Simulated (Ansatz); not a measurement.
## N on the O site (N_O) in metastable polar orthorhombic HfO2

These are PBE, PAW (plane waves to 420 eV; Ansatz, an electronic-structure program) values and carry that method's errors. The supercell holds 96 host sites (2×2×2 repeats of a cell of 12 atoms), with a 2×2×2 shifted k-point sampling for the final energies. Site at the start: the O(2) site. Finite-size correction: monopole term and site-potential alignment. Dielectric constants: PBE linear response of the host. Host gap at this level: 4.36 eV. A cell of this size leaves errors of a few tenths of an eV. The semilocal functional narrows the gap, so deep levels can fall outside it. Spin–orbit coupling is left out, which matters for these heavy elements. Each state is the lowest found from its start.

Formation energies E_f are given with the Fermi level at the valence-band maximum. Chemical conditions: Hf-rich (Δμ(O) = -5.15 eV, Δμ(N) = -3.31 eV, bounded by rock-salt HfN; only phases computed here count, gases as isolated molecules at 0 K). Reference phases: N: N2 molecule in a box, O: O2 molecule in a box.

Charges with a result: +1, 0, −1. Others weren't obtained, and one of them could lie lower, also by skipping a charge.

```json
[
 {"charge": "+1", "moment (μB)": "not spin-polarised", "point group": "C1", "largest move off a lattice site (Å)": "0.82", "image correction with alignment (eV)": "0.06", "E_f, Hf-rich (eV)": "2.95", "above the lowest spin state (eV)": "0.00"},
 {"charge": "+1", "moment (μB)": "2.0", "point group": "C1", "largest move off a lattice site (Å)": "0.18", "image correction with alignment (eV)": "0.06", "E_f, Hf-rich (eV)": "3.40", "above the lowest spin state (eV)": "0.45"},
 {"charge": "0", "moment (μB)": "1.0", "point group": "C1", "largest move off a lattice site (Å)": "0.11", "image correction with alignment (eV)": "0.00", "E_f, Hf-rich (eV)": "3.62", "above the lowest spin state (eV)": "0.00"},
 {"charge": "−1", "moment (μB)": "not spin-polarised", "point group": "C1", "largest move off a lattice site (Å)": "0.08", "image correction with alignment (eV)": "0.07", "E_f, Hf-rich (eV)": "4.18", "above the lowest spin state (eV)": "0.00"}
]
```

Point groups are those of the whole cell at tolerances of 0.03 and 0.1 Å ("near" where only the looser one holds); none is given for unsettled states.

Transition levels above the valence-band maximum: ε(+1/0) = 0.67 eV; ε(0/−1) = 0.56 eV. On the lower envelope of the bound states, inside the gap: (+1/−1) at 0.61 eV; the others aren't thermodynamic.

Flagged in the runs: a host whose relaxation on this sampling wasn't shown to rest, a strain field that reaches the edge of the cell.

All states together cost very roughly 9 core-hours.
